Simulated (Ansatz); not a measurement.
```
CELL_PARAMETERS angstrom
      0.00000     1.95501     1.95501
      1.95501     0.00000     1.95501
      1.95501     1.95501     0.00000
ATOMIC_POSITIONS crystal
  Pt 0.00000 0.00000 0.00000
```

The numbers are results of PBEsol, rigid bands (plane waves, PAW, scalar-relativistic; Ansatz, a quantum-chemistry and plane-wave program), not measurements. Condition of this run: hydrostatic pressure 2 GPa (the target of the relaxation). Geometry: cell and atoms relaxed with PBEsol, then loaded as said.

For narrow interconnects the product ρ₀λ of bulk resistivity and mean free path ranks metals, the lower the better. What is it here?

3.4 ×10⁻¹⁶ Ω·m².

And the Drude plasma energy and the root-mean-square Fermi velocity at 300 K?

9.0 eV; 4.8e5 m/s.

A metal at this level (no band gap); rigid bands, thermally averaged at 300 K, both spins. Spin-orbit coupling is left out, which matters with elements this heavy. τ is one relaxation time for all states; the product of resistivity and mean free path takes one path for all states instead.
